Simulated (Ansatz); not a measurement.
The starting structures come from a database of crystals and need not be the phases stable at ambient conditions.

The decay constant κ of evanescent states in the gap governs leakage through a thin film.

Given:

```xyz
14
Lattice="5.9805 0.0000 0.0000 0.0000 6.5472 0.0000 2.9903 0.0000 4.7886" Properties=species:S:1:pos:R:3 pbc="T T T"
Na     2.9903     0.0000     0.0000
Na     2.9903     3.2736     0.0000
Hg     5.9805     1.6368     1.8018
Hg     2.9903     4.9104     2.9869
P      2.9903     1.6368     3.4552
P      5.9805     4.9104     1.3334
O      1.2720     4.9104     0.4542
O      7.6988     1.6368     4.3345
O      4.2623     1.6368     4.3345
O      4.7085     4.9104     0.4542
O      5.9805     6.1186     2.3507
O      2.9903     0.4286     2.4379
O      2.9903     2.8450     2.4379
O      5.9805     3.7022     2.3507
```

Space group of this cell: Cmcm. The cell is taken as given; by r2SCAN its mean pressure is -5.2 GPa.

Transport runs along the normal of the first two printed cell vectors.

No gap correction and no spin-orbit coupling; mid-gap values are interpolated between computed energies.

Q: Compute, with r2SCAN in Ansatz (a program for electronic structure), the band gap and the smallest decay constant κ at mid-gap.

A: Gap 1.91 eV on a 6×6×6 mesh; κ = 0.328 1/Å, at the zone centre.
